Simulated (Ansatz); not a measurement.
# ZnS (R3m): band-edge transport data

Given:

```yaml
crystal:
  lattice:
    - [0.03570, 2.72088, 2.72088]
    - [2.72088, 0.03570, 2.72088]
    - [2.72088, 2.72088, 0.03570]
  atoms:
    - { symbol: Zn, position: [0.00110, 0.00110, 0.00110] }
    - { symbol: S, position: [0.24890, 0.24890, 0.24890] }
```

Level of theory: r2SCAN with spin-orbit coupling, rigid bands (plane waves, PAW; Ansatz, a first-principles code). Condition of this run: uniaxial stress along [111] of -2 GPa (compression positive) (the target of the relaxation). Geometry: cell and atoms relaxed with r2SCAN, then loaded as said.

| Quantity | Value |
|---|---|
| band gap | 2.59 eV |
| electron conductivity mass (300 K, dilute) | 0.20 mₑ |
| hole conductivity mass (300 K, dilute) | 0.80 mₑ |
| effective density of states N_c (300 K) | 2.3e18 cm⁻³ |
| effective density of states N_v (300 K) | 3.0e19 cm⁻³ |
| density-of-states mass, electrons | 0.20 mₑ |
| density-of-states mass, holes | 1.13 mₑ |
| Seebeck coefficient, n-type 1e19 cm⁻³, 300 K | -115 μV/K |
| Seebeck coefficient, p-type 1e19 cm⁻³, 300 K | 357 μV/K |

Rigid bands; masses and Seebeck coefficients take one relaxation time τ for all states and one kind of carrier; polarons and phonon drag are left out.
